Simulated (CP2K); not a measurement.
Worked example: self-consistent single point of BaS (Fm-3m, 2 atoms in the cell) in CP2K

Method of the run: PBE, GPW, DZVP-MOLOPT-SR-GTH basis, GTH-PBE potentials (GTH_POTENTIALS) (CP2K).

Input:

```
&GLOBAL
  PROJECT scf
  RUN_TYPE ENERGY_FORCE
  PRINT_LEVEL MEDIUM
&END GLOBAL
&FORCE_EVAL
  METHOD Quickstep
  STRESS_TENSOR ANALYTICAL
  &DFT
    BASIS_SET_FILE_NAME BASIS_MOLOPT
    POTENTIAL_FILE_NAME GTH_POTENTIALS
    &QS
      METHOD GPW
      EPS_DEFAULT 1E-10
    &END QS
    &MGRID
      CUTOFF 500
      REL_CUTOFF 50
      NGRIDS 5
    &END MGRID
    &SCF
      SCF_GUESS ATOMIC
      EPS_SCF 1E-6
      MAX_SCF 100
      ADDED_MOS 4
      &DIAGONALIZATION
        ALGORITHM STANDARD
      &END DIAGONALIZATION
      &MIXING
        METHOD BROYDEN_MIXING
        ALPHA 0.3
        NBUFFER 10
      &END MIXING
      &SMEAR ON
        METHOD FERMI_DIRAC
        ELECTRONIC_TEMPERATURE [K] 116.05
      &END SMEAR
    &END SCF
    &KPOINTS
      SCHEME MONKHORST-PACK 7 7 7
    &END KPOINTS
    &XC
      &XC_FUNCTIONAL PBE
      &END XC_FUNCTIONAL
    &END XC
    &PRINT
      &MO
        EIGENVALUES T
        OCCUPATION_NUMBERS T
        NDIGITS 8
        FILENAME mo
        &EACH
          QS_SCF 0
        &END EACH
        ADD_LAST NUMERIC
      &END MO
      &MULLIKEN ON
      &END MULLIKEN
    &END PRINT
  &END DFT
  &SUBSYS
    &CELL
      A 4.51841200 0.00000000 0.00000000
      B 2.25920600 3.91306000 0.00000000
      C 2.25920600 1.30435300 3.68926800
      PERIODIC XYZ
    &END CELL
    &COORD
      SCALED
      Ba       0.00000000     0.00000000     0.00000000
      S        0.50000000     0.50000000     0.50000000
    &END COORD
    &KIND Ba
      BASIS_SET DZVP-MOLOPT-SR-GTH-q10
      POTENTIAL GTH-PBE-q10
    &END KIND
    &KIND S
      BASIS_SET DZVP-MOLOPT-SR-GTH-q6
      POTENTIAL GTH-PBE-q6
    &END KIND
  &END SUBSYS
  &PRINT
    &FORCES ON
    &END FORCES
    &STRESS_TENSOR ON
    &END STRESS_TENSOR
  &END PRINT
&END FORCE_EVAL
```

Output, abridged:

```
 GLOBAL| Method name                                                        CP2K
 GLOBAL| Project name                                                        scf
 GLOBAL| Run type                                                   ENERGY_FORCE

 CELL| Volume [angstrom^3]:                                            65.229273
 CELL| Vector a [angstrom]:       4.518     0.000     0.000   |a| =     4.518412
 CELL| Vector b [angstrom]:       2.259     3.913     0.000   |b| =     4.518412
 CELL| Vector c [angstrom]:       2.259     1.304     3.689   |c| =     4.518412
 CELL| Angle (b,c), alpha [degree]:                                    60.000003
 CELL| Angle (a,c), beta  [degree]:                                    60.000000
 CELL| Angle (a,b), gamma [degree]:                                    60.000003
 CELL| Numerically orthorhombic:                                              NO
 CELL| Periodicity                                                           XYZ

 DFT| Spin restricted Kohn-Sham (RKS) calculation                            RKS
 DFT| Multiplicity                                                             1
 DFT| Number of spin states                                                    1
 DFT| Charge                                                                   0
 DFT| XC density smoothing                                                  NONE
 DFT| XC derivatives                                                          PW

 QS| Method:                                                                 GPW
 QS| Density plane wave grid type                        NON-SPHERICAL FULLSPACE
 QS| Number of grid levels:                                                    5
 QS| Density cutoff [a.u.]:                                                250.0
 QS| Multi grid cutoff [a.u.]: 1) grid level                               250.0
   [... lines left out ...]
 BRILLOUIN| Wavefunction type                                            COMPLEX
 BRILLOUIN| List of Kpoints [2 Pi/Bohr]                                      172
 BRILLOUIN| Number           Weight            X              Y              Z
 BRILLOUIN|     1           0.00583       -0.42857       -0.42857       -0.42857
 BRILLOUIN|     2           0.00583       -0.42857       -0.42857       -0.28571
 BRILLOUIN|     3           0.00583       -0.42857       -0.42857       -0.14286
   [... 169 lines left out ...]
 *******************************************************************************

 Extrapolation method: initial_guess

 Re-scaling the density matrix to get the right number of electrons
                  # Electrons              Trace(P)               Scaling factor
                           16                16.000                        1.000

 Number of electrons:                                                         16
 Number of occupied orbitals:                                                  8
 Number of molecular orbitals:                                                12

 Number of orbital functions:                                                 27
 Number of independent orbital functions:                                     27
 SCF WAVEFUNCTION OPTIMIZATION

  Step     Update method      Time    Convergence         Total energy    Change
     1 NoMix/Diag. 0.30E+00      -     1.84436509       -35.9698980695 -3.60E+01
     2 Broy./Diag. 0.30E+00      -     0.08831017       -35.4475515577  5.22E-01
     3 Broy./Diag. 0.30E+00      -     0.06597704       -35.7188494114 -2.71E-01
     4 Broy./Diag. 0.30E+00      -     0.01076616       -35.8270058114 -1.08E-01
     5 Broy./Diag. 0.30E+00      -     0.00575910       -35.8253227931  1.68E-03
     6 Broy./Diag. 0.30E+00      -     0.00042949       -35.8376327003 -1.23E-02
     7 Broy./Diag. 0.30E+00      -     0.00023901       -35.8378413904 -2.09E-04
     8 Broy./Diag. 0.30E+00      -     0.00001720       -35.8372786826  5.63E-04
     9 Broy./Diag. 0.30E+00      -     0.00001544       -35.8373001108 -2.14E-05
    10 Broy./Diag. 0.30E+00      -     0.00000020       -35.8373151903 -1.51E-05
  *** SCF run converged in    10 steps ***

  Electronic density on regular grids:        -15.9999999998        0.0000000002
  Core density on regular grids:               15.9999999979       -0.0000000021
  Total charge density on r-space grids:       -0.0000000019
  Total charge density g-space grids:          -0.0000000019

  Overlap energy of the core charge distribution:               0.00000000000000
  Self energy of the core charge distribution:                -76.41932983504002
  Core Hamiltonian energy:                                     15.72626833110364
  Hartree energy:                                              30.91244298955114
  Exchange-correlation energy:                                 -6.05669667591956
  Electronic entropic energy:                                  -0.00000000000000
  Fermi energy:                                                 0.24006204554761

  Total energy:                                               -35.83731519030480
  Total energy (extrapolated to T->0):                        -35.83731519030480

                     Mulliken Population Analysis

 #  Atom  Element  Kind  Atomic population                           Net charge
       1     Ba       1          9.126736                              0.873264
       2     S        2          6.873264                             -0.873264
 # Total charge                             16.000000                 -0.000000

 ENERGY| Total FORCE_EVAL ( QS ) energy [hartree]            -35.837309500227832

 FORCES| Atomic forces [hartree/bohr]
 FORCES|   Atom     x               y               z               |f|
 FORCES|      1  5.85210361E-16 -2.52478870E-14  5.79414034E-15   2.59108149E-14
 FORCES|      2  1.84768409E-15 -3.62888793E-15  7.03043542E-15   8.12464069E-15
 FORCES| Sum     2.43289445E-15 -2.88767749E-14  1.28245758E-14
 FORCES| Total atomic force                                       3.16900118E-14

 STRESS| Analytical stress tensor [bar]
 STRESS|                        x                   y                   z
 STRESS|      x        1.86297348762E+04   1.37163436209E-01   9.69892224602E-02
 STRESS|      y        1.37163436209E-01   1.86271115574E+04   2.05857242647E-01
 STRESS|      z        9.69892224602E-02   2.05857242647E-01   1.86271079818E+04
 STRESS| 1/3 Trace                                             1.86279848051E+04
```

The run converged in 10 iterations.

The starting cell has typed, rounded lattice constants, without a prior relaxation at this level. Values carry the incompleteness of an atom-centred basis.
